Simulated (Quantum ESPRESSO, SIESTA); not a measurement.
A Quantum ESPRESSO input for a self-consistent single point of Ni3Al (Pm-3m, 4 atoms in the cell) (DFT, PBE, plane waves, PSlibrary ultrasoft (PBE) pseudopotentials):

```fortran
&control
    calculation = 'scf'
    prefix = 'scf'
    outdir = './work'
    pseudo_dir = './'
    verbosity = 'high'
    tprnfor = .true.
    tstress = .true.
/
&system
    ibrav = 1
    celldm(1) = 6.74632226
    nat = 4
    ntyp = 2
    ecutwfc = 50
    ecutrho = 300
    occupations = 'smearing'
    smearing = 'gaussian'
    degauss = 0.0099958
    nspin = 2
    starting_magnetization(2) = 0.050
/
&electrons
    conv_thr = 1.0d-10
    mixing_beta = 0.3
/
ATOMIC_SPECIES
Al    26.9815  Al.pbe-n-rrkjus_psl.1.0.0.UPF
Ni    58.6934  Ni.pbe-n-rrkjus_psl.1.0.0.UPF
ATOMIC_POSITIONS crystal
Al    0.00000000    0.00000000    0.00000000
Ni    0.00000000    0.50000000    0.50000000
Ni    0.50000000    0.00000000    0.50000000
Ni    0.50000000    0.50000000    0.00000000
K_POINTS automatic
7 7 7  0 0 0
```

Problem. Give the SIESTA input for the same structure, mesh, smearing and functional.

Solution. One input that does it (others would too):

```
# files in the folder: Al.psml Ni.psml (PseudoDojo PBE standard)
SystemName  Ni3Al
SystemLabel siesta

NumberOfAtoms                4
NumberOfSpecies              2
%block ChemicalSpeciesLabel
  1 13 Al
  2 28 Ni
%endblock ChemicalSpeciesLabel
LatticeConstant              3.570000 Ang
%block LatticeVectors
     1.000000000    0.000000000    0.000000000
     0.000000000    1.000000000    0.000000000
     0.000000000    0.000000000    1.000000000
%endblock LatticeVectors
AtomicCoordinatesFormat      Fractional
%block AtomicCoordinatesAndAtomicSpecies
     0.000000000    0.000000000    0.000000000  1
     0.000000000    0.500000000    0.500000000  2
     0.500000000    0.000000000    0.500000000  2
     0.500000000    0.500000000    0.000000000  2
%endblock AtomicCoordinatesAndAtomicSpecies

XC.functional                GGA
XC.authors                   PBE
PAO.BasisSize                TZP
PAO.EnergyShift              0.01 Ry
MeshCutoff                   400 Ry
%block kgrid.MonkhorstPack
    7   0   0  0.0
    0   7   0  0.0
    0   0   7  0.0
%endblock kgrid.MonkhorstPack
OccupationFunction           MP
OccupationMPOrder            0
ElectronicTemperature        136.0 meV
Spin                         polarized
%block DM.InitSpin
  1 +0.00
  2 +0.50
  3 +0.50
  4 +0.50
%endblock DM.InitSpin

MaxSCFIterations             150
SCF.Mixer.Method             Pulay
SCF.Mixer.Weight             0.1
SCF.Mixer.History            6
SCF.DM.Tolerance             1.0E-05
Diag.ParallelOverK           true
WriteForces                  true
Charge.Mulliken              end
```

Basis, cutoffs, solver keys and any potentials are the target program's own. This input uses DFT, GGA PBE, numerical atomic orbitals TZP, PseudoDojo PBE standard norm-conserving potentials (rewritten from UPF to PSML). Both were run: pressure -1.10 GPa in Quantum ESPRESSO and -1.93 in SIESTA; size of the net moment 0.16 μB/atom in Quantum ESPRESSO and 0.19 in SIESTA.

On Quantum ESPRESSO: the starting cell has typed, rounded lattice constants, without a prior relaxation at this level. The magnetic order is the one reached from the typed start; others were not searched systematically.

On SIESTA: the starting cell has typed, rounded lattice constants, without a prior relaxation at this level. The magnetic order is the one reached from the typed start; others were not searched systematically. Values carry the incompleteness of an atom-centred basis.
